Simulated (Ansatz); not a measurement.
Base system: Ag in the fcc (Cu type) structure (space group Fm-3m, No. 225; a = 4.0009 Å; relaxed with 0.1 eV smearing). Axes: x, y, z lie along the cube axes.

Level of theory: Ansatz (an electronic-structure program) LDA, no spin-orbit coupling.

Base values:

```
Quantity            Value
---------------  --------
Volume per atom  16.01 Å³
Pressure          0.0 GPa
```

Perturbation: biaxial strain −0.42 %, plane normal [111], relaxed out of plane (Cartesian); in-plane vectors clamped, the third vector and the atoms free.

Task: What does the calculation give for the volume per atom after the change?

Result: The volume per atom decreases by 0.075 Å³ (16.01 Å³ → 15.94 Å³).

Task: What happens to the pressure?

Result: The pressure (mean of the normal stresses, compression positive) goes from zero to 0.7 GPa.

Task: Estimate the effect on the energy relative to the base.

Result: The energy goes up by 0.4 meV/atom.

No phonon test of stability was made.
